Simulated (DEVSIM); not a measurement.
Structure: abrupt Si p-n junction, at 400 K.

Layer 1 from the left is Si, thickness (μm) 24.0, Na (cm⁻³) 6.3e15, τn (s) 1e-5, τp (s) 1e-5. Layer 2 from the left is Si, thickness (μm) 7.80, Nd (cm⁻³) 4.4e17, τn (s) 1e-5, τp (s) 1e-5.

Left contact: ohmic. Right contact: ohmic. Voltage is applied to the left contact. Recombination: SRH at mid-gap, Auger. Mobility is μmin + (μ − μmin)/(1 + (N/Nref)^α).

This is a model device: material constants are rounded textbook-type values typed into the input, and sizes, dopings and lifetimes were drawn at random. Values at 300 K; Nc and Nv go as T^1.5, mobilities as T to minus their exponent, the gap by Varshni's rule with the affinity fixed.

Si: gap (eV) 1.124, affinity (eV) 4.05, permittivity 11.7, Nc (cm⁻³) 2.86e19, Nv (cm⁻³) 3.1e19, μn (cm²/Vs) 1417, μp (cm²/Vs) 470, μn,min 52, μp,min 45, Nref,n 9.7e16, Nref,p 2.2e17, αn 0.68, αp 0.72, T exponent of μn 2.3, T exponent of μp 2.2, Cn (cm⁶/s) 2.8e-31, Cp (cm⁶/s) 9.9e-32, Varshni α (eV/K) 0.000473, Varshni β (K) 636.

### Question
Estimate by hand the built-in potential, the peak field at zero bias, the capacitance at -6 V, and compare with a numerical solution.

### Answer

- Built-in potential: ni = √(Nc Nv) exp(−Eg/2kT) = 5.68e12 cm⁻³ with Eg = 1.096 eV; Vbi = kT/q ln(Na Nd/ni²) = 0.630 V; numerical 0.630 V.
- Peak field at zero bias: depletion approximation: W = √(2εVbi/(qN)) = 0.362 μm with N = 6.21e15 cm⁻³; field = 2Vbi/W = 34800 V/cm; numerical 49500 V/cm (estimate below by 30 %).
- Capacitance at -6 V: C = √(qεN / 2(Vbi + |V|)) = 8.82 nF/cm²; numerical 8.86 nF/cm² (estimate below by 0.53 %).

Simulated with DEVSIM: 1D drift-diffusion, Boltzmann statistics, complete ionisation; no tunnelling, impact ionisation, image-force lowering or self-heating.
